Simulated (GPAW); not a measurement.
A self-consistent single point of Ta2InC (P6_3/mmc, 8 atoms in the cell) with GPAW

Method of the run: LDA (Perdew-Wang 92), GPAW PAW datasets LDA (gpaw-data 1.0.1) (plane waves; GPAW).

This input was run:

```python
from ase import Atoms
from ase.units import GPa
from gpaw import GPAW, PW

atoms = Atoms(['Ta', 'Ta', 'Ta', 'Ta', 'In', 'In', 'C', 'C'],
              cell=[[3.167510, 0.000000, 0.000000],
                    [-1.583755, 2.743144, 0.000000],
                    [0.000000, 0.000000, 14.533480]],
              positions=[[1.583757, 0.914380, 8.472583],
                         [-0.000002, 1.828764, 6.060897],
                         [-0.000002, 1.828764, 1.205843],
                         [1.583757, 0.914380, 13.327637],
                         [1.583757, 0.914380, 3.633370],
                         [-0.000002, 1.828764, 10.900110],
                         [0.000000, 0.000000, 7.266740],
                         [0.000000, 0.000000, 0.000000]],
              pbc=True)

calc = GPAW(mode=PW(950),
            xc='LDA',
            kpts={'size': (7, 7, 2), 'gamma': True},
            occupations={'name': 'methfessel-paxton', 'width': 0.1, 'order': 0},
            nbands=-16,
            convergence={'density': 1e-05},
            symmetry={'symmorphic': False, 'tolerance': 0.0005},
            maxiter=150)

atoms.calc = calc

energy = atoms.get_potential_energy()
print('Energy (eV):', round(energy, 6))
forces = atoms.get_forces()
print('Forces (eV/Ang):')
print(forces.round(5))
stress = atoms.get_stress()
print('Stress (GPa, Voigt):', (stress / GPa).round(4))
```

Output (repeated stretches shortened):

```
Input parameters:
  convergence: {density: 1e-05}
  kpts: {gamma: True,
         size: (7, 7, 2)}
  maxiter: 150
  mode: {ecut: 950.0,
         name: pw}
  nbands: -16
  occupations: {name: methfessel-paxton,
                order: 0,
                width: 0.1}
  symmetry: {symmorphic: False,
             tolerance: 0.0005}

species:
  Ta:
    name: Tantalum
    Z: 73.0
    valence: 13
    core: 60
    charge: 0.0
    file: Ta.LDA.gz

    # Using partial waves for Ta as LCAO basis

  In:
    name: Indium
    Z: 49.0
    valence: 13
    core: 36
    charge: 0.0
    file: In.LDA.gz

    # Using partial waves for In as LCAO basis

  C:
    name: Carbon
    Z: 6.0
    valence: 4
    core: 2
    charge: 0.0
    file: C.LDA.gz

    # Using partial waves for C as LCAO basis

Reference energy: -2017395.464246  # eV

Spin-paired calculation

Convergence criteria:
 Maximum [total energy] change in last 3 cyles: 0.0005 eV / valence electron
 Maximum integral of absolute [dens]ity change: 1e-05 electrons / valence electron
 Maximum integral of absolute [eigenst]ate change: 4e-08 eV^2 / valence electron
 Maximum number of scf [iter]ations: 150

Symmetries present (total): 24
Symmetries with fractional translations: 12
98 k-points: 7 x 7 x 2 Monkhorst-Pack grid + [0.000000,0.000000,1/4]
16 k-points in the irreducible part of the Brillouin zone
       k-points in crystal coordinates                weights
   0:     0.00000000    0.00000000    0.00000000          1/98
   1:     0.00000000    0.00000000    0.50000000          1/98
   2:     0.14285714    0.00000000    0.00000000          6/98
   [... 7 lines left out ...]
          ...
  15:     0.42857143    0.42857143    0.50000000          6/98

Wave functions: Plane wave expansion
  Cutoff energy: 950.000 eV
  Number of coefficients (min, max): 8282, 8434
  Pulay-stress correction: 0.000000 eV/Ang^3 (de/decut=0.000000)

Occupation numbers: Methfessel-Paxton:
  width: 0.1000  # eV
  order: 0

Eigensolver

Densities:
  Coarse grid: 24*24*108 grid
  Fine grid: 48*48*216 grid
  Total Charge: 0.000000

Density mixing:
  Method: separate
  Backend: pulay
  Linear mixing parameter: 0.05
  old densities: 5
  Damping of long wavelength oscillations: 50

Hamiltonian:
  XC and Coulomb potentials evaluated on a 48*48*216 grid
  External potential:
    NoExternalPotential

Number of atoms: 8
Number of atomic orbitals: 78
Number of bands in calculation: 59
Number of valence electrons: 86
Bands to converge: occupied

Density initialized from atomic densities
  59 bands from LCAO basis set

Atomic positions and initial magnetic moments

Positions:
   0 Ta     1.583757    0.914380    8.472583    ( 0.0000,  0.0000,  0.0000)
   1 Ta    -0.000002    1.828764    6.060897    ( 0.0000,  0.0000,  0.0000)
   2 Ta    -0.000002    1.828764    1.205843    ( 0.0000,  0.0000,  0.0000)
   3 Ta     1.583757    0.914380   13.327637    ( 0.0000,  0.0000,  0.0000)
   4 In     1.583757    0.914380    3.633370    ( 0.0000,  0.0000,  0.0000)
   5 In    -0.000002    1.828764   10.900110    ( 0.0000,  0.0000,  0.0000)
   6 C      0.000000    0.000000    7.266740    ( 0.0000,  0.0000,  0.0000)
   7 C      0.000000    0.000000    0.000000    ( 0.0000,  0.0000,  0.0000)

Unit cell:
           periodic     x           y           z      points  spacing
  1. axis:    yes    3.167510    0.000000    0.000000    24     0.1143
  2. axis:    yes   -1.583755    2.743144    0.000000    24     0.1143
  3. axis:    yes    0.000000    0.000000   14.533480   108     0.1346

  Lengths:   3.167510   3.167510  14.533480
  Angles:   90.000000  90.000000 120.000001

Effective grid spacing dv^(1/3) = 0.1266

     iter     time        total  log10-change:
                         energy   eigst   dens
iter:   1 --:--:--   -79.676107
iter:   2 --:--:--   -77.976622   -1.10  -1.20
iter:   3 --:--:--   -74.961347   -0.43  -1.24
iter:   4 --:--:--   -74.691858   -1.66  -1.48
iter:   5 --:--:--   -74.871521   -1.47  -1.57
iter:   6 --:--:--   -74.797203   -1.55  -1.70
iter:   7 --:--:--   -74.613892   -1.97  -1.90
iter:   8 --:--:--   -74.615458   -3.18  -2.41
iter:   9 --:--:--   -74.608174c  -3.60  -2.60
iter:  10 --:--:--   -74.602961c  -3.39  -2.75
iter:  11 --:--:--   -74.602907c  -4.34  -3.30
iter:  12 --:--:--   -74.602787c  -4.84  -3.32
iter:  13 --:--:--   -74.602551c  -4.73  -3.35
iter:  14 --:--:--   -74.602518c  -5.40  -3.62
iter:  15 --:--:--   -74.602535c  -5.31  -3.74
iter:  16 --:--:--   -74.602478c  -5.91  -3.86
iter:  17 --:--:--   -74.602471c  -6.77  -4.07
iter:  18 --:--:--   -74.602471c  -6.74  -4.43
iter:  19 --:--:--   -74.602473c  -7.93c -4.81
iter:  20 --:--:--   -74.602474c  -8.55c -4.82
iter:  21 --:--:--   -74.602476c  -8.60c -4.84
iter:  22 --:--:--   -74.602475c  -8.48c -4.87
iter:  23 --:--:--   -74.602475c  -9.71c -5.01c

Converged after 23 iterations.

Dipole moment: (-0.000000, 0.000000, -0.000000) |e|*Ang

Energy contributions relative to reference atoms: (reference = -2017395.464246)

Kinetic:        +46.235698
Potential:      -48.624607
External:        +0.000000
XC:             -71.442635
Entropy (-ST):   -0.030540
Local:           -0.755662
SIC:             +0.000000
--------------------------
Free energy:    -74.617745
Extrapolated:   -74.602475

Showing only first 2 kpts
 Kpt  Band  Eigenvalues  Occupancy
  0    41     10.79320    2.00000
  0    42     10.80228    2.00000
  0    43     10.80228    2.00000
  0    44     12.40184    0.00000

  1    41     10.79801    2.00000
  1    42     10.79801    2.00000
  1    43     10.79801    2.00000
  1    44     12.46465    0.00000

Fermi level: 11.28463

No gap
No difference between direct/indirect transitions
Energy (eV): -74.602475

Forces in eV/Ang:
  0 Ta    0.00000   -0.00000   -0.79315
  1 Ta    0.00000    0.00000    0.79315
  2 Ta   -0.00000    0.00000   -0.79315
  3 Ta    0.00000   -0.00000    0.79315
  4 In    0.00000   -0.00000    0.00000
  5 In   -0.00000    0.00000   -0.00000
  6 C    -0.00000    0.00000    0.00000
  7 C    -0.00000    0.00000    0.00000

Stress tensor:
     0.062765     0.000000     0.000000
    -0.000000     0.062765    -0.000000
     0.000000    -0.000000     0.083421
Stress (GPa, Voigt): [10.056  10.056  13.3656 -0.      0.      0.    ]
```

The run converged in 23 iterations. GPAW prints stress with tension positive.

At such cutoffs GPAW's stress carries a finite-basis (Pulay) error, which enters relaxed cells too; its log prints stress with tension positive.

The starting cell comes from a database of computed structures (which also holds hypothetical and non-ambient phases and stackings), without a prior relaxation at this level. Spin-orbit coupling is off. Spin polarisation is off.

Cost on one core of a shared machine: roughly 3 min.
